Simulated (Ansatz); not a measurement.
Start from Ir in the fcc (Cu type) structure (space group Fm-3m, No. 225; a = 3.812 Å; relaxed with 0.1 eV smearing). Axes: x, y, z lie along the cube axes.

Structures relaxed with LDA (Ansatz, a quantum-chemistry and plane-wave program), no spin-orbit coupling.

Base:

Simulated powder pattern, Cu Kα1, λ = 1.54056 Å (kinematic, ideal powder, no thermal factors, no anomalous dispersion; the 8 strongest lines at most, above 2 %, up to 2θ = 90°):

```json
[
 {"2θ (°)": "40.98", "I/Imax (%)": "100", "hkl": "(111)"},
 {"2θ (°)": "47.68", "I/Imax (%)": "49", "hkl": "(200)"},
 {"2θ (°)": "69.72", "I/Imax (%)": "32", "hkl": "(220)"},
 {"2θ (°)": "84.17", "I/Imax (%)": "40", "hkl": "(311)"},
 {"2θ (°)": "88.86", "I/Imax (%)": "12", "hkl": "(222)"}
]
```

One thing is altered: biaxial strain +2.00 %, plane normal [001], relaxed out of plane (Cartesian); in-plane vectors clamped, the third vector and the atoms free.

Q: Predict the new powder pattern.

A: 
Simulated powder pattern, Cu Kα1, λ = 1.54056 Å (kinematic, ideal powder, no thermal factors, no anomalous dispersion; the 8 strongest lines at most, above 2 %, up to 2θ = 90°):

```json
[
 {"2θ (°)": "40.65", "d (Å)": "2.217", "I/Imax (%)": "100", "hkl": "(111)"},
 {"2θ (°)": "46.68", "d (Å)": "1.944", "I/Imax (%)": "34", "hkl": "(200)"},
 {"2θ (°)": "48.50", "d (Å)": "1.876", "I/Imax (%)": "15", "hkl": "(002)"},
 {"2θ (°)": "68.16", "d (Å)": "1.375", "I/Imax (%)": "11", "hkl": "(220)"},
 {"2θ (°)": "69.59", "d (Å)": "1.350", "I/Imax (%)": "21", "hkl": "(202)"},
 {"2θ (°)": "82.49", "d (Å)": "1.168", "I/Imax (%)": "28", "hkl": "(311)"},
 {"2θ (°)": "85.18", "d (Å)": "1.138", "I/Imax (%)": "13", "hkl": "(113)"},
 {"2θ (°)": "88.01", "d (Å)": "1.109", "I/Imax (%)": "12", "hkl": "(222)"}
]
```

The indices refer to the base's conventional cell; one index is shown for lines that coincide. The space group is now I4/mmm (No. 139).

No phonon test of stability was made. All final runs are without spin polarisation.
